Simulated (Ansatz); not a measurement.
We consider B20 (FeSi-type) FeGe, described by PBE-D3(BJ) (plane waves, PAW; Ansatz, an electronic-structure program).

Run with plane-wave cutoff 520 eV, 12×12×12 k mesh, Fermi–Dirac smearing 0.05 eV, spin-polarised with parallel moments, scalar-relativistic PAW data made under PBE.

Response to compression and expansion:

Shape and atoms are relaxed at each volume.

```json
[
 {"V (Å³/atom)": "11.775", "P (GPa)": "8.07", "moment (μB per cell of 8 atoms)": "3.99"},
 {"V (Å³/atom)": "12.020", "P (GPa)": "3.78", "moment (μB per cell of 8 atoms)": "4.05"},
 {"V (Å³/atom)": "12.266", "P (GPa)": "-0.01", "moment (μB per cell of 8 atoms)": "4.11"},
 {"V (Å³/atom)": "12.511", "P (GPa)": "-3.36", "moment (μB per cell of 8 atoms)": "4.16"},
 {"V (Å³/atom)": "12.756", "P (GPa)": "-6.28", "moment (μB per cell of 8 atoms)": "4.22"}
]
```

Note: the collinear magnetic order is the start's and need not be the measured one; the bulk modulus comes from volumes at which shape and atoms were relaxed.
